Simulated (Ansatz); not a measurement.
The starting structures come from a database of crystals and need not be the phases stable at ambient conditions.

 Where the default PAW files enter, the runs use the earlier of Ansatz's two default sets.

The decay constant κ of evanescent states in the gap governs leakage through a thin film.

```xyz
4
Lattice="4.3320 0.0000 0.0000 -2.1660 3.7516 0.0000 2.1660 1.2505 8.1006" Properties=species:S:1:pos:R:3 pbc="T T T"
Cs     0.0000     0.0000     0.0000
La     0.0000     2.5011     4.0503
S      2.1660     3.7516     5.5673
S      2.1660     1.2505     2.5333
```

Space group of this cell: R-3m. The cell is taken as given.

Transport runs along the normal of the first two printed cell vectors, the (001) plane of the conventional cell.

The gap is the functional's own. No spin-orbit coupling. Mid-gap values are interpolated on the energy grid.

### Question
Give the band gap and the smallest decay constant κ at mid-gap that r2SCAN run with Ansatz (an electronic-structure program) yields.

### Answer
Gap 2.84 eV on a 8×8×8 mesh; κ = 0.316 1/Å, at the zone centre.
